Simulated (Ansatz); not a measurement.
Here is the system:

Host crystal: monoclinic HfO2, with a band gap (PBE, scalar-relativistic without spin-orbit coupling).

End structure of OH on the 1x1 (100) surface of monoclinic HfO2 (cut with top plane 2 O), one in a 1x1 cell, started at the site 'hollow O-O-O':

```xyz
26
Lattice="5.2120 0.0000 0.0000 0.0000 5.3525 0.0000 0.0000 0.0000 28.5000" Properties=species:S:1:pos:R:3 pbc="T T T"
O      0.9709     4.6213     9.5845
O      1.6351     1.9450     9.5845
Hf     0.3801     0.8579    10.6268
Hf     2.2259     3.5341    10.6268
O      3.8514     4.8211    11.3841
O      3.9666     2.1448    11.3841
O      1.2676     2.3508    12.0762
O      1.3384     5.0271    12.0762
Hf     2.8852     0.9369    12.8417
Hf     4.9328     3.6131    12.8417
O      3.4765     2.6859    13.8904
O      4.3415     0.0097    13.8904
O      0.8859     3.6641    14.6185
O      1.7395     0.9129    14.5818
Hf     0.1759    -0.0055    15.7045
Hf     2.3355     2.6876    15.6129
O      3.9236     3.8259    16.3684
O      3.7700     1.2291    16.7375
O      1.0981     1.5677    16.8822
O      1.2254     4.2429    17.2784
Hf     2.5783     0.3529    18.2004
Hf     4.8410     2.7801    17.9505
O      3.6930     1.7172    19.3057
O      3.8050     4.3219    18.9360
O      1.0618     1.4829    19.2959
H      0.9243     1.4520    20.2567
```

Set-up: 26 atoms, 9.3 Å thick at the start under the adsorbate (thin: gaps and levels are the slab's own); mesh 4x4x1; 0.01 eV smearing; dipole correction on; single point; no symmetry held, on the structure that PBE left; spin-polarised, ending with about 1.0 μB a cell, a value that depends on the mesh; orders that need a larger cell were not tried, no spin-orbit, no U, no dispersion correction. The slab shows no gap over 0.04 eV on its mesh. The program's check for a lower electronic state was not made. At the end it is bonded to 2 Hf. In PBE it is, or lies within 0.03 eV of, the lowest of the starts that converged; the order may differ at this level.

A negative adsorption energy means that the adsorbate is more stable on the surface than in its reference.

Problem. What is the computed work function of the top face (r2SCAN, at the PBE geometry and the start's symmetry (Ansatz, an electronic-structure program))?

Solution. 6.36 eV

Problem. Give the change of the step from the bottom to the top vacuum level, against the clean slab at the level r2SCAN, at the PBE geometry and the start's symmetry.

Solution. -1.18 eV

Problem. Give the adsorption energy against H2O(g) − ½ H2(g) at the same level at the level r2SCAN, at the PBE geometry and the start's symmetry.

Solution. 1.31 eV
